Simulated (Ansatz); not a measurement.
The starting structures come from a database of crystals and need not be the phases stable at ambient conditions.

 Where the default PAW files enter, the runs use the earlier of Ansatz's two default sets.

Evanescent states of InP (P6_3mc, wurtzite, not sure to be the ambient phase, 4 atoms a cell, 25.7 Å³ an atom) along the normal of (100)

The numbers are results of r2SCAN (plane waves, PAW; Ansatz, a quantum-chemistry and plane-wave program), not measurements.

The gap is the functional's own. No spin-orbit coupling. Mid-gap values are interpolated on the energy grid.

Energies count from the valence-band top; κ is the least over a 8×6 mesh across the current.

```csv
E (eV),κ (1/Å),where
0.04,0.026,Γ
0.10,0.044,Γ
0.17,0.054,Γ
0.24,0.062,Γ
0.32,0.068,Γ
0.39,0.071,Γ
0.46,0.074,Γ
0.53,0.075,Γ
0.59,0.075,Γ
0.67,0.074,Γ
0.73,0.072,Γ
0.81,0.068,Γ
0.88,0.062,Γ
0.94,0.054,Γ
1.01,0.042,Γ
1.08,0.020,Γ
```

**Question.** How thick must the barrier be to attenuate the transmission by 10^4 when the electrodes' Fermi level lies at 0.88 eV, and what attenuation does that film give at 0.10 eV?

**Answer.** d = 4 ln 10 / (2 × 0.062) = 74.3 Å. At 0.10 eV it gives 4 × 0.044/0.062 = 2.8 decades.
